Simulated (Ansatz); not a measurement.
The reference is Zn in the hcp (Mg type) structure (space group P6_3/mmc, No. 194; a = 2.6129 Å, c = 4.7815 Å; relaxed with 0.1 eV smearing). Axes: x lies along a and z along c of the hexagonal cell.

Calculations: PBEsol (Ansatz, a program for electronic structure, PAW, no spin-orbit coupling).

Base values:

- Pressure = 0.0 GPa

The change: uniaxial strain ε_zz = +0.50 %, all other strain components held at zero; the atoms relax in the strained cell.

Q: What happens to the energy relative to the base and pressure?

A: The energy hardly moves; the pressure (mean of the normal stresses, compression positive) goes from zero to -0.3 GPa.

Whether these cells are dynamically stable was not tested.
